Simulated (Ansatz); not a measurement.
# ZrCu5 (F-43m, No. 216, 6 atoms in the cell; start mp-30603)

Method: r²SCAN in Ansatz (PAW).

Numerical settings: plane-wave cutoff 560 eV, 14×14×14 k mesh, Fermi–Dirac smearing 0.05 eV, no spin polarisation, scalar-relativistic PAW data made under PBE.

Cell (relaxed at this level):

```xyz
6
Lattice="0.0000 3.4124 3.4124 3.4124 0.0000 3.4124 3.4124 3.4124 0.0000" Properties=species:S:1:pos:R:3 pbc="T T T"
Zr     0.0000     0.0000     0.0000
Cu     1.7062     1.7062     1.7062
Cu     4.2597     2.5651     2.5651
Cu     2.5651     4.2597     2.5651
Cu     2.5651     2.5651     4.2597
Cu     4.2597     4.2597     4.2597
```

```
Quantity           Value
---------------  -------
bulk modulus B0  155 GPa
```

Note: the run has no spin polarisation, so it can have missed a magnetic state; the bulk modulus is −V dP/dV from two relaxed cells at ±2 % in volume; the relaxation could not lower the start's symmetry, so the cell can be a saddle point above a distorted one.

Computed values are for the static lattice.

Computing time: about 8 core-minutes (a rough figure).

A start named mp-… is a Materials Project structure, which need not be a measured phase.

Ansatz is a program for electronic structure.
